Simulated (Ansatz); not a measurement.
**Effect of uniaxial stress, 2 GPa compression along x on TiC**

Start from TiC in the rock salt structure (space group Fm-3m, No. 225; a = 4.328 Å). Axes: x, y, z lie along the cube axes.

Perturbation: uniaxial stress, 2 GPa compression along x, with the cell and atoms free to relax against it.

Computed with r2SCAN (Ansatz, a first-principles code), without spin-orbit coupling. k-mesh 18×18×18 (Γ-centred); smearing 0.05 eV (Fermi–Dirac).

The volume per atom decreases by 0.02 Å³ to 10.11 Å³ and the space group goes from Fm-3m (No. 225) to I4/mmm (No. 139). The shortest interatomic distance shrinks by 0.009 Å, from 2.164 Å to 2.155 Å and the energy hardly moves. The band gap is still zero and the strain response (xx, yy, zz) is (−0.41, +0.08, +0.08) % (rough).

Final structure:

```yaml
crystal:
  lattice:
    - [0.00000, 2.16565, 2.16565]
    - [2.15512, 0.00000, 2.16565]
    - [2.15512, 2.16565, 0.00000]
  atoms:
    - { symbol: C, position: [0.00000, 0.00000, 0.00000] }
    - { symbol: Ti, position: [0.50000, 0.50000, 0.50000] }
```

Without a gap, meshes like the base's 18×18×18 leave anisotropic stresses uncertain by several tenths of a GPa, and small strain energies with them. Beyond what the load breaks, stability against distortions was not tested. All final runs are without spin polarisation.
